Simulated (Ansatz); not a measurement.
AlN (model structure, started from the BN type, Pm-3n, No. 223, 12 atoms in the cell) was calculated with LDA in Ansatz (plane waves, PAW).

Settings: plane-wave cutoff 520 eV, 8×8×8 k mesh, Fermi–Dirac smearing 0.01 eV, scalar-relativistic PAW data made under PBE.

Cell (relaxed at this level):

```cif
data_Al6N6
_chemical_formula_sum 'Al6 N6'
_space_group_name_H-M_alt 'Pm-3n'
_space_group_IT_number 223
_space_group_name_Hall '-P 4n 2 3'
_cell_length_a 5.30040
_cell_length_b 5.30040
_cell_length_c 5.30040
_cell_angle_alpha 90.000
_cell_angle_beta 90.000
_cell_angle_gamma 90.000
loop_
_atom_site_label
_atom_site_type_symbol
_atom_site_symmetry_multiplicity
_atom_site_Wyckoff_symbol
_atom_site_fract_x
_atom_site_fract_y
_atom_site_fract_z
_atom_site_occupancy
Al1 Al 6 c 0.00000 0.50000 0.25000 1
N1 N 6 d 0.00000 0.25000 0.50000 1
```

Q: Give the computed band gap.

A: 
- band gap: 2.60 eV (direct)

Note: the relaxation could raise the start's symmetry but not lower it, so the cell can be a saddle point.

The computed numbers hold no vibrational or temperature effects.

Cost on a shared machine: very roughly 14 core-seconds.

A model structure was made by putting elements into a prototype or built by hand; it is no filed structure, need not be a known phase, and can be a saddle point held by its symmetry.

Ansatz is an electronic-structure program.
